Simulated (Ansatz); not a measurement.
Several settings converged on SrCl2 (Fm-3m, 3 atoms in the cell)

```yaml
crystal:
  lattice:
    - [0.00000, 3.50745, 3.50745]
    - [3.50745, 0.00000, 3.50745]
    - [3.50745, 3.50745, 0.00000]
  atoms:
    - { symbol: Sr, position: [0.00000, 0.00000, 0.00000] }
    - { symbol: Cl, position: [0.25000, 0.25000, 0.25000] }
    - { symbol: Cl, position: [0.75000, 0.75000, 0.75000] }
```

Base method: LDA (PW92), default PAW files made with PBE (plane waves; Ansatz, a first-principles code).

Base settings: basis.ecutwfc = 420 eV; kpoints.mp_grid.grid = 6 6 6; hamiltonian.xc = lda; hamiltonian.pseudopotentials = {kind: paw} (the program's default PAW files); scf.occupations.method = fermi_dirac; scf.occupations.width = 0.01 eV.

The count of work is k-points × plane waves × bands × iterations; it is no time. Core times come from one kind of shared machine, to one figure; runs under 30 s give none.

**Zone-centre phonons against the mesh**

In this ladder: scf.occupations.method = fixed; scf.occupations.width = default; phonons.method = dfpt; phonons.dielectric = true; phonons.rigid_motions = translations.

Frequencies are those of the unrelaxed cell, without the LO-TO term of polar crystals.

Only quantities that move along the ladder and can be compared are tabulated.

| kpoints.mp_grid.grid | highest zone-centre frequency (cm⁻¹) | lowest optical frequency (cm⁻¹) | core time / last (rough) |
|---|---|---|---|
| 2 2 2 | 159.6 | 114.0 | – |
| 3 3 3 | 161.5 | 118.9 | – |
| 4 4 4 | 161.7 | 119.0 | – |
| 5 5 5 | 161.7 | 119.1 | 0.1 |
| 8 8 8 | 161.7 | 119.1 | 0.1 |
| 10 10 10 | 161.7 | 119.1 | 0.3 |
| 12 12 12 | 161.7 | 119.1 | 0.5 |
| 15 15 15 | 161.7 | 119.1 | 1 |

Coarsest kpoints.mp_grid.grid that holds the highest zone-centre frequency within 1 cm⁻¹ of the last step, with all finer ones: 3 3 3; the step before is off by 2.1 cm⁻¹.

Coarsest kpoints.mp_grid.grid that holds the lowest optical frequency within 2 cm⁻¹ of the last step, with all finer ones: 3 3 3; the step before is off by 5.1 cm⁻¹.

**The force threshold of a relaxation**

On SrCl2 (I4mm, 3 atoms in the cell): one atom moved by 0.15 angstrom.

In this ladder: relax = atoms.

The mesh stays at the base's, so the ladder's end is converged at best in this setting alone.

Only quantities that move along the ladder and can be compared are tabulated.

```csv
relax.f_tol,free energy less the last step's (meV/atom),largest force left (eV/Å),relaxation steps
0.2 eV/Å,1.82,0.1495,2
0.1 eV/Å,0.00,0.0044,3
0.05 eV/Å,0.00,0.0044,3
0.03 eV/Å,0.00,0.0045,4
0.02 eV/Å,0.00,0.0045,4
0.01 eV/Å,0.00,0.0045,4
0.005 eV/Å,0.00,0.0044,4
0.002 eV/Å,0.00,0.0001,5
0.001 eV/Å,0.00,0.0001,6
```

Coarsest relax.f_tol that holds the free energy within 0.5 meV/atom of the last step, with all finer ones: 0.1 eV/Å; the step before is off by 1.8 meV/atom.

Coarsest relax.f_tol that holds the largest force left within 0.02 eV/Å of the last step, with all finer ones: 0.1 eV/Å; the step before is off by 0.15 eV/Å.

**The size of the supercell around a displaced atom**

On SrCl2 (Fm-3m, 6 atoms in the cell), and larger cells.

Steps: 2 x 1 x 1 supercell, one Cl atom moved by 0.02 angstrom along z; 2 x 2 x 1 supercell, one Cl atom moved by 0.02 angstrom along z; and so on, with the mesh thinned in proportion.

Only quantities that move along the ladder and can be compared are tabulated.

| atoms | largest change of a force by the displacement (eV/Å) | count of work / last | core time / last (rough) |
|---|---|---|---|
| 6 | 0.0483 | 0.060 | – |
| 12 | 0.0500 | 0.11 | – |
| 24 | 0.0492 | 0.26 | 0.2 |
| 36 | 0.0495 | 0.74 | 0.7 |
| 54 | 0.0498 | 1.0 | 1 |

State of the largest change of a force by the displacement at the end of the ladder: still drifting one way, by 0.0005 eV/Å over the last two steps, so the last step is no safe reference.

On the base run: the starting cell has typed, rounded lattice constants, without a prior relaxation at this level. Its lattice was rescaled by up to half a per cent. In the base run, with a pressure of about -3 GPa the cell is away from its equilibrium volume at this level.

Left out of this page: 1 run of the series outside the window shown, repeating another row's setting, or not comparable.

Keys are those of Ansatz 0.2.
